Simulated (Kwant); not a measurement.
Device: wire with a side stub in a Ge (holes) two-dimensional gas. Effective mass 0.06 mₑ, grid spacing 4 nm, hard walls, nominal width 80 nm (19 grid rows, so walls 80 nm apart), one parabolic valley, scattering region 240 nm long along x; energies count from the band bottom; Fermi energy swept from 0.0007834 to 0.0093028 eV. Closed stub on one side, 110 nm wide and 140 nm deep.

The device is made up for the run: typed textbook-type constants, with dimensions and the other settings drawn at random.

Model: effective-mass tight-binding model on a square grid, one spin, coherent transport at 0 K (Kwant). Conductance is in e²/h.

How many channels do the leads carry at E = 5.72 meV?

The hard-wall thresholds are n² ħ²π²/(2mW²) = n² × 0.979 meV with W = 80 nm. √(5.72/0.979) = 2.42, so 2.
